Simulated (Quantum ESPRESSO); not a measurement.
A self-consistent single point of MnO2 (P4_2/mnm, 6 atoms in the cell) with Quantum ESPRESSO.

Method: PBE, SSSP 1.1.2 efficiency (PBE) pseudopotentials (plane waves; Quantum ESPRESSO).

The change in words: lattice scaled by 0.98. Reference geometry:
```xyz
6
Lattice="4.4444 0.0000 0.0000 0.0000 4.4444 0.0000 0.0000 0.0000 2.8958" Properties=species:S:1:pos:R:3 pbc="T T T"
Mn     0.0000     0.0000     0.0000
Mn     2.2222     2.2222     1.4479
O      1.3552     1.3552     0.0000
O      3.0892     3.0892     0.0000
O      0.8670     3.5774     1.4479
O      3.5774     0.8670     1.4479
```
Moments meant for the start (each program seeds them in its own way; μB, in the order of the atoms Mn Mn O O O O): 4.0 4.0 0.0 0.0 0.0 0.0.

Reference input (self-consistent single point, DFT, PBE, plane waves, SSSP 1.1.2 efficiency (PBE) pseudopotentials): ecutwfc = 55 Ry; ecutrho = 440 Ry; occupations = smearing; smearing = gaussian; degauss = 0.019992 Ry; nspin = 2; potentials = {Mn: mn_pbe_v1.5.uspp.F.UPF, O: O.pbe-n-kjpaw_psl.0.1.UPF}; K_POINTS = automatic 5 5 7 0 0 0; conv_thr = 1e-10 Ry; mixing_beta = 0.2. This run's input differs from it in these lines:

```diff
@@ -11,4 +11,4 @@
   ibrav = 6
-  celldm(1) = 8.3987441417
-  celldm(3) = 0.651546972116
+  celldm(1) = 8.2307701659
+  celldm(3) = 0.651546904904
   nat = 6
@@ -32,7 +32,7 @@
 Mn    0.0000000000    0.0000000000    0.0000000000
-Mn    2.2222120000    2.2222120000    1.4478755000
-O     1.3551937661    1.3551937661    0.0000000000
-O     3.0892302339    3.0892302339    0.0000000000
-O     0.8670182339    3.5774057661    1.4478755000
-O     3.5774057661    0.8670182339    1.4478755000
+Mn    2.1777680000    2.1777680000    1.4189180000
+O     1.3280900371    1.3280900371    0.0000000000
+O     3.0274459629    3.0274459629    0.0000000000
+O     0.8496779629    3.5058580371    1.4189180000
+O     3.5058580371    0.8496779629    1.4189180000
 K_POINTS {automatic}
```

Output, abridged:

```
     Self-consistent Calculation

     iteration #  1     ecut=    55.00 Ry     beta= 0.20

---- Real-time Memory Report at c_bands before calling an iterative solver
           232 MiB given to the printing process from OS
           108 MiB allocation reported by mallinfo(arena+hblkhd)
------------------

     total energy              =    -588.68326752 Ry
     estimated scf accuracy    <       4.59097826 Ry

     total magnetization       =     6.00 Bohr mag/cell
     absolute magnetization    =     6.16 Bohr mag/cell

     iteration #  2     ecut=    55.00 Ry     beta= 0.20

   [... lines left out ...]

---- Real-time Memory Report at c_bands before calling an iterative solver
           343 MiB given to the printing process from OS
           173 MiB allocation reported by mallinfo(arena+hblkhd)
------------------

     Magnetic moment per site  (integrated on atomic sphere of radius R)
     atom   1 (R=0.176)  charge= 11.6015  magn=  2.3302
     atom   2 (R=0.176)  charge= 11.6015  magn=  2.3302
     atom   3 (R=0.176)  charge=  5.1903  magn=  0.0969
     atom   4 (R=0.176)  charge=  5.1903  magn=  0.0969
     atom   5 (R=0.176)  charge=  5.1903  magn=  0.0969
     atom   6 (R=0.176)  charge=  5.1903  magn=  0.0969
     End of self-consistent calculation

     the Fermi energy is    11.5946 ev

!    total energy              =    -589.22820710 Ry
     estimated scf accuracy    <          7.8E-12 Ry
     smearing contrib. (-TS)   =      -0.00336476 Ry
     internal energy E=F+TS    =    -589.22484234 Ry

      -> PAW hartree energy AE =     108.20291296 Ry
      -> PAW hartree energy PS =    -107.68581962 Ry
      -> PAW xc energy AE      =     -67.28398479 Ry
      -> PAW xc energy PS      =      28.70806790 Ry
      -> total E_H with PAW    =     157.31795241 Ry
      -> total E_XC with PAW   =    -121.45023961 Ry

     total magnetization       =     5.88 Bohr mag/cell
     absolute magnetization    =     6.02 Bohr mag/cell

     convergence has been achieved in  26 iterations

     Forces acting on atoms (cartesian axes, Ry/au):

   [... lines left out ...]

     Total force =     0.012632     Total SCF correction =     0.000003

          total   stress  (Ry/bohr**3)                   (kbar)     P=      142.95
   0.00096296   0.00000000   0.00000000          141.66        0.00        0.00
   0.00000000   0.00096296   0.00000000            0.00      141.66        0.00
   0.00000000   0.00000000   0.00098936            0.00        0.00      145.54

   JOB DONE.
```

The run converged in 26 iterations. Against the reference run the free energy rises by 23.2 meV/atom, the pressure goes from -1.01 to 14.30 GPa, the largest force goes from 0.102 to 0.162 eV/Å and the size of the net moment hardly changes (1.00 to 0.98 μB/atom).

The starting cell comes from a database of computed structures (which also holds hypothetical and non-ambient phases and stackings), without a prior relaxation at this level. Its lattice was rescaled by a random factor within 2.5 % of one. For this run, on top of that: lattice scaled by 0.98. The magnetic order is the one reached from the typed start; others were not searched systematically. With a pressure of about 14 GPa the cell is away from its equilibrium volume at this level.

Cost on one core of a shared machine: roughly 4 min.
